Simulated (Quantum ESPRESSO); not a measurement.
**Short convergence ladders for MoTe₂ (P3m1, 6 atoms in the cell)**

```xyz
6
Lattice="3.5306 0.0000 0.0000 -1.7653 3.0576 0.0000 0.0000 0.0000 14.0019" Properties=species:S:1:pos:R:3 pbc="T T T"
Te     0.0000     2.0384    12.3577
Te     1.7653     1.0192     5.3067
Te     1.7653     1.0192     1.6942
Te     0.0000     2.0384     8.6952
Mo     0.0000     2.0384     3.5005
Mo     1.7653     1.0192    10.5014
```

Base method: LDA (PZ), PSlibrary PAW (LDA) pseudopotentials (plane waves; Quantum ESPRESSO 7.5).

Base settings: ecutwfc = 55 Ry; ecutrho = 330 Ry; occupations = smearing; smearing = fd; degauss = 0.000734986 Ry; potentials = {Te: Te.pz-n-kjpaw_psl.1.0.0.UPF, Mo: Mo.pz-spn-kjpaw_psl.1.0.0.UPF}; K_POINTS = automatic 3 3 1 0 0 0; conv_thr = 1e-09 Ry.

The count of work is k-points × plane waves × bands × iterations; it is no time. Core times come from one kind of shared machine, to one figure; runs under 30 s give none.

**The cutoff for other potential files**

Level: DFT, LDA (PZ), plane waves, GBRV 1.5 ultrasoft (LDA) pseudopotentials.

In this ladder: pseudopotentials = {Te: te_lda_v1.uspp.F.UPF, Mo: mo_lda_v1.uspp.F.UPF}. Moved along: ecutrho.

The second cell is the first with its lattice scaled by 0.98.

The mesh stays at the base's, so the ladder's end is converged at best in this setting alone.

Only quantities that move along the ladder and can be compared are tabulated; the gap is left out on so coarse a mesh.

```tsv
ecutwfc	free energy less the last step's (meV/atom)	energy of the compressed cell less the first (meV/atom)	pressure (GPa)	largest difference of a force vector from the last step's (eV/Å)	count of work / last
18 Ry	107.44	-1.90	-4.41	0.015	0.12
28 Ry	26.44	-5.38	-4.52	0.002	0.21
40 Ry	6.18	-5.01	-3.72	0.000	0.35
80 Ry	0.00	-5.01	-3.69	0.000	1.0
```

Coarsest ecutwfc that holds the energy of the compressed cell less the first within 2 meV/atom of the last step, with all finer ones: 28 Ry, at 0.21 of the last step's count of work; the step before is off by 3.1 meV/atom.

Coarsest ecutwfc that holds the pressure within 0.1 GPa of the last step, with all finer ones: 40 Ry, at 0.35 of the last step's count of work; the step before is off by 0.83 GPa.

Coarsest ecutwfc that holds the forces within 0.005 eV/Å of the last step, with all finer ones: 28 Ry, at 0.21 of the last step's count of work; the step before is off by 0.015 eV/Å.

**The density cutoff**

The mesh stays at the base's, so the ladder's end is converged at best in this setting alone.

Only quantities that move along the ladder and can be compared are tabulated; the gap is left out on so coarse a mesh.

```tsv
ecutrho	free energy less the last step's (meV/atom)	pressure (GPa)	core time / last (rough)
110 Ry	-2.51	-4.51	0.2
220 Ry	-0.03	-4.66	0.3
330 Ry	-0.01	-4.66	0.3
880 Ry	0.00	-4.66	1
```

Coarsest ecutrho that holds the free energy within 1 meV/atom of the last step, with all finer ones: 220 Ry, at about 0.3 of the last step's time; the step before is off by 2.5 meV/atom.

Coarsest ecutrho that holds the pressure within 0.05 GPa of the last step, with all finer ones: 220 Ry, at about 0.3 of the last step's time; the step before is off by 0.15 GPa.

On the base run: the starting cell has typed, rounded lattice constants, without a prior relaxation at this level. Its lattice was rescaled by up to half a per cent. One atom was moved a little off its site on purpose. In the base run, with a pressure of about -5 GPa the cell is away from its equilibrium volume at this level. In the base run, forces exceed 1 eV/Å.
